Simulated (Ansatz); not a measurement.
**A computed series for CaF2: pressure series**

Take CaF$_{2}$ in the fluorite structure (space group Fm-3m, No. 225) as the base.

```yaml
crystal:
  lattice:
    - [0.00000, 2.75548, 2.75548]
    - [2.75548, 0.00000, 2.75548]
    - [2.75548, 2.75548, 0.00000]
  atoms:
    - { symbol: Ca, position: [0.00000, 0.00000, 0.00000] }
    - { symbol: F, position: [0.25000, 0.25000, 0.25000] }
    - { symbol: F, position: [0.75000, 0.75000, 0.75000] }
```

Cell and atoms are relaxed at each pressure.

Level of theory: Kohn–Sham DFT with the PBE functional, run in Ansatz (a program for electronic structure) with PAW and 420 eV plane waves, without spin-orbit coupling.

Candidates:
(a) pressure 7.5 GPa
(b) pressure −1 GPa
(c) pressure 0.7 GPa
(d) pressure 3 GPa

For the base:

- Band gap: 7.14 eV

Problem. Order them by band gap, highest first.

Solution. (a) pressure 7.5 GPa (7.63 eV), (d) pressure 3 GPa (7.35 eV), (c) pressure 0.7 GPa (7.19 eV), (b) pressure −1 GPa (7.07 eV)

Load acts through the strain it causes; cell and atoms are relaxed under it. Whether these cells are dynamically stable was not tested. No other phases were tried under pressure.
